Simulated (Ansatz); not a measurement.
**ZrGe (model structure, started from the NiAs type, P6₃/mmc, No. 194, 4 atoms in the cell): lattice parameter a by level of theory**

No measured value is used here.

| level (code) | value (Å) |
|---|---|
| PBE (Ansatz) | 3.816 |
| PBEsol (Ansatz) | 3.761 |
| PBE-D3(BJ) (Ansatz) | ? |

Problem. What belongs in the gaps?

Solution. 
- PBE-D3(BJ) (Ansatz, a first-principles code), value (Å): 3.764

Ansatz's density-functional and Hartree–Fock values are scalar-relativistic unless marked +SOC, with PAW data made under PBE.

A model structure was made by putting elements into a prototype or built by hand; it is no filed structure, need not be a known phase, and can be a saddle point held by its symmetry.
